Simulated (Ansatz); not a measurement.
A self-consistent single point of Mn (P6_3/mmc, 2 atoms in the cell) with Ansatz (a quantum-chemistry and plane-wave program)

Method: LDA (PW92), default PAW files made with PBE (plane waves; Ansatz).

The input file:

Ansatz 0.2 input:
```yaml
crystal:
  lattice:
    - [2.496068, 0.000000, 0.000000]
    - [-1.248034, 2.161659, 0.000000]
    - [0.000000, 0.000000, 4.046331]
  atoms:
    - { symbol: Mn, position_ang: [1.248035, 0.720552, 3.034748] }
    - { symbol: Mn, position_ang: [-0.000001, 1.441107, 1.011583] }
basis:
  ecutwfc: 420.0
kpoints:
  mp_grid: { grid: [15, 15, 8] }
hamiltonian:
  xc: lda
  pseudopotentials: { kind: paw }
scf:
  occupations: { method: gaussian, width: 0.1 }
output:
  forces: true
  eigenvalues: true
  stress: true
```

Output, abridged:

```
WARN the atoms were moved onto the symmetric positions of the space group found under crystal.symmetry.tolerance 1.0e-5 (fractional …
WARN ansatz: RAYON_NUM_THREADS=1 ignored (pool sized by the plan → 1); use --threads N
Pseudopotentials: kind: paw
Pseudopotential: Mn, paw, valence charge 15
Crystal: 2 atoms, lattice volume = 21.833 Å³
Basis set: ecut = 420 eV, 403 PW (Γ)
Bands: 19, of which v1, the nominal top of the filled ones, is band 15 counted from 1 (14 counted from 0)
Symmetry: 24 space group operations
Space group: P63/mmc (ITA 194), of the structure as read, at distance tolerance 2.8e-5 Å
k-points: 135 of 1800
PAW frozen core: Mn, regenerated for the run's functional, and the local potential with it
Initial density: superposition of atomic densities (neutral atoms: chi_scale 0, normalization atom), corrected by the library's trained network
Initial wavefunctions: pseudopotential atomic-orbital guess
Eigensolver: davidson
Functional: x = slater, c = lda
SCF iter   1: F=—  HF=-7682.539133 eV  |F-HF|=—  |Δ(HF+E_count)|=         —  Δρ=1.08e-2  dr2=9.34e-3  ethr=1.77e-3  ⟨swp⟩=3.9  Hψ=9152  notcnv=0
all-band conjugate gradients solve this SCF's bands
preconditioner: auto → none
SCF iter   2: F=—  HF=-7682.537197 eV  |F-HF|=—  |Δ(HF+E_count)|=   1.94e-3  Δρ=4.15e-3  dr2=1.43e-3  ethr=3.11e-5  ⟨swp⟩=2.6  Hψ=6093  notcnv=0  defer=9
SCF iter   3: F=—  HF=-7682.536980 eV  |F-HF|=—  |Δ(HF+E_count)|=   2.17e-4  Δρ=1.55e-3  dr2=1.93e-4  ethr=4.76e-6  ⟨swp⟩=1.0  Hψ=2557  notcnv=0  defer=9
SCF iter   4: F=—  HF=-7682.536944 eV  |F-HF|=—  |Δ(HF+E_count)|=   3.66e-5  Δρ=1.32e-4  dr2=1.49e-6  ethr=6.44e-7  ⟨swp⟩=2.2  Hψ=4392  notcnv=0  defer=9
SCF iter   5: F=—  HF=-7682.536948 eV  |F-HF|=—  |Δ(HF+E_count)|=   4.12e-6  Δρ=6.15e-5  dr2=3.98e-7  ethr=4.98e-9  ⟨swp⟩=2.0  Hψ=4067  notcnv=0  defer=9
SCF iter   6: F=-7682.536948 eV  HF=-7682.536948 eV  |F-HF|=3.13e-8  |Δ(HF+E_count)|=   1.07e-7  Δρ=1.99e-5  dr2=3.74e-8  ethr=3.33e-10  ⟨swp⟩=3.4  Hψ=10373  notcnv=0
SCF 1 converged in 6 iterations: F = -7682.536948 eV  dr2 = 3.74e-8
SCF converged after 6 iterations
Free energy (F): -7682.536948 eV
Harris-Foulkes:  -7682.536948 eV  (|F-HF|=3.13e-8)
Internal energy: -7682.522989 eV  (E = F + TS)
E sigma→0 (E₀):  -7682.529969 eV
Entropy (-TS):   -0.013958 eV (-6.979 meV/atom)
Fermi energy:    19.417481 eV
--- Per-component energies (eV) ---
  E_band       = -329.814156
  E_kinetic    = 616.909181
  E_local      = -3165.745121  (includes V_loc(G=0)·N_el)
  E_nonlocal   = 481.422650
  E_hartree    = 1309.899647
  E_xc         = -230.239692
  E_vxc        = -296.366184  (∫ρ·V_xc dr)
  E_paw        = -2477.338835  (= ΣΔE_a)
  E_vpaw       = -585.823231  (= ΣTr[D̂ρ^β])
  E_aug_tail   = -0.000019  (compensation charges beyond the density's cutoff)
  E_ewald      = -4218.198706
  E_core_change = 0.767906  (= ΣΔE_core)
  E_smearing   = -0.013958  (= −TS)
  E_closure    = -0.000000  (closes the sum)
  Σ components = -7682.536948   (vs F -7682.536948, Δ=0.00e0)
--- Forces (eV/Å), atoms counted from 1 ---
  atom   1  Mn     0.00000000    -0.00000000     0.00000000
  atom   2  Mn    -0.00000000     0.00000000     0.00000000
  max |Σ_I F_I| component: 0.00e0 eV/Å
--- Stress (GPa, compression-positive) ---
      -22.848891       0.000000       0.000000
       -0.000000     -22.848891       0.000000
        0.000000       0.000000     -23.484081
  P = ⅓ Tr σ = -23.0606 GPa (-230.606 kbar)
  The stress holds the Pulay correction. Without it, at fixed plane waves, as pw.x and ABINIT print it: P = -23.1484 GPa
--- Band table (eV; the first three rows and the last of 135) ---
  k-point 0: bands = ["-59.0124", "-58.8557", "-28.4359", "-27.7847", "-27.7847", "-27.6828", "-27.6828", "-27.6776", "11.3343", "15.0618", "18.4630", "18.4958", "18.4958", "18.9561", "18.9561", "19.4761", "19.4761", "20.1725", "21.0147"]
  k-point 1: bands = ["-59.0065", "-58.8617", "-28.4078", "-27.7809", "-27.7809", "-27.7074", "-27.6867", "-27.6867", "11.4997", "15.0359", "18.4005", "18.4423", "18.4423", "18.8943", "18.8943", "19.6103", "19.6103", "19.7124", "21.0075"]
  k-point 2: bands = ["-58.9897", "-58.8788", "-28.3276", "-27.7916", "-27.7699", "-27.7699", "-27.6978", "-27.6978", "11.9804", "14.8837", "18.2342", "18.3631", "18.3631", "18.7405", "18.7405", "18.7939", "19.9184", "19.9184", "20.9609"]
  k-point 134: bands = ["-58.8238", "-58.8238", "-28.2749", "-28.2749", "-28.1187", "-28.1187", "-27.8112", "-27.8112", "16.7123", "16.7123", "16.7606", "16.7606", "17.8663", "17.8663", "19.4513", "19.4513", "21.0833", "21.0833", "27.0826"]
```

The run converged in 6 iterations.

The starting cell comes from a database of computed structures (which also holds hypothetical and non-ambient phases and stackings), without a prior relaxation at this level. Its lattice was rescaled by up to half a per cent. Spin polarisation is off. With a pressure of about -23 GPa the cell is away from its equilibrium volume at this level. Ansatz's pressure includes its estimate of the finite-basis (Pulay) stress.
